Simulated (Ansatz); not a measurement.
We consider C11b WSi₂, described by revPBE (PAW; Ansatz, a quantum-chemistry and plane-wave program).

Run with plane-wave cutoff 520 eV, 24×24×24 k mesh, Fermi–Dirac smearing 0.05 eV, no spin polarisation, scalar-relativistic PAW data made under PBE.

Cell (relaxed at this level):

```yaml
crystal:
  lattice:
    - [-1.61959, 1.61959, 3.94470]
    - [1.61959, -1.61959, 3.94470]
    - [1.61959, 1.61959, -3.94470]
  atoms:
    - { symbol: Si, position: [0.66547, 0.66547, 0.00000] }
    - { symbol: Si, position: [0.33453, 0.33453, 0.00000] }
    - { symbol: W, position: [0.00000, 0.00000, 0.00000] }
```

**Question.** Give the computed bulk modulus and pressure derivative B′ of the bulk modulus.

**Answer.** 
- bulk modulus = 212 GPa
- pressure derivative B′ of the bulk modulus = 4.4

The run finds no gap.

Note: the bulk modulus comes from volumes at which shape and atoms were relaxed.

Spin–orbit coupling is not included.
